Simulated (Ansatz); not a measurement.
An Ansatz (an electronic-structure program) run: CuI with a change (uniaxial strain ε_xx = −0.54 %); Ansatz, PBEsol, PAW, cutoff 420 eV, no spin-orbit coupling.

Input:

Ansatz 0.2 input:
```yaml
crystal:
  lattice:
    - [0, 2.9696509275, 2.9696509275]
    - [2.9536148125, 0, 2.9696509275]
    - [2.9536148125, 2.9696509275, 0]
  atoms:
    - { symbol: I, position: [0.75, 0.75, 0.75] }
    - { symbol: Cu, position: [0, 0, 0] }
basis: { ecutwfc: 420, ecutrho_ratio: 4, xc_grid: 2, fft_grid_basis: typed }
kpoints: { mp_grid: { grid: [10, 10, 10] } }
hamiltonian:
  xc: pbesol
  dispersion: none
  pseudopotentials: { kind: paw }
scf: { occupations: { method: fermi_dirac, width: 0.05 }, convergence: { dr2_threshold: 0.0000000002 } }
relax: { f_tol: 0.005, max_steps: 50 }
output: { forces: true, stress: true }
checkpoint: { write: state.ck, write_every: 1000 }
```

Output (explanatory and most iteration lines left out):

```
Relaxation: its limit of steps is 50 (relax.max_steps)
Pseudopotential: I, paw, valence charge 17
Pseudopotential: Cu, paw, valence charge 19
Crystal: 2 atoms, lattice volume = 52.095 Å³
Basis set: ecut = 420 eV, 965 PW (Γ), exchange–correlation on 60×60×60 points (8 copies of the dense FFT grid, shifted against one another)
Bands: 22, of which v1, the nominal top of the filled ones, is band 18 counted from 1 (17 counted from 0)
Symmetry: 8 space group operations
Space group: I-4m2 (ITA 119), of the structure as read, at distance tolerance 3.7e-5 Å
k-points: 102 of 1000 (time reversal used)
Functional: x = pbesol(κ = 0.804, μ = 0.12345679012345678), c = pbesol(β = 0.046)
SCF iter   1: F=—  HF=-14021.295688 eV  |F-HF|=—  |Δ(HF+E_count)|=         —  Δρ=8.83e-3  dr2=2.37e-2  ethr=1.77e-3  ⟨swp⟩=6.1  Hψ=11066  notcnv=0
SCF iter   2: F=—  HF=-14021.300538 eV  |F-HF|=—  |Δ(HF+E_count)|=   4.85e-3  Δρ=1.15e-2  dr2=4.46e-2  ethr=6.58e-5  ⟨swp⟩=2.2  Hψ=5340  notcnv=0
SCF 1 converged in 8 iterations: F = -14021.289420 eV  dr2 = 4.65e-11
relax step   1: F+E_penalty+E_count = -14021.28941985 eV  Δ(F+E_penalty+E_count) = +0.000e0 eV  max|allowed force component| = 3.296e-17 eV/Å  Δτ_max = 0.0000 Å  (8 SCF iters, accepted)
SCF converged after 8 iterations
Free energy (F): -14021.289420 eV
Internal energy: -14021.289420 eV  (E = F + TS)
E sigma→0 (E₀):  -14021.289420 eV
Entropy (-TS):   -0.000000 eV (-0.000 meV/atom)
Fermi energy:    9.654481 eV
--- Forces (eV/Å), atoms counted from 1 ---
  atom   1  I      0.00000000    -0.00000000     0.00000000
  atom   2  Cu    -0.00000000     0.00000000    -0.00000000
--- Stress (GPa, compression-positive) ---
        0.339541       0.000000      -0.000000
        0.000000       0.235722       0.000000
       -0.000000       0.000000       0.235722
  P = ⅓ Tr σ = 0.2703 GPa (2.703 kbar)
--- Relaxed structure (1 steps of the walk, 1 accepted, 0 SCFs on fresh bases) ---
  atoms:
    - { symbol: I, position: [0.7500000000000003, 0.7500000000000001, 0.7500000000000002] }
    - { symbol: Cu, position: [0.0, 0.0, 0.0] }
```

Spin-orbit coupling, missing from the scalar runs, can matter with I. Whether these cells are dynamically stable was not tested. All final runs are without spin polarisation. The cell was made from CuI in the zinc blende structure (space group F-43m, No. 216) by this change: uniaxial strain ε_xx = −0.54 %.
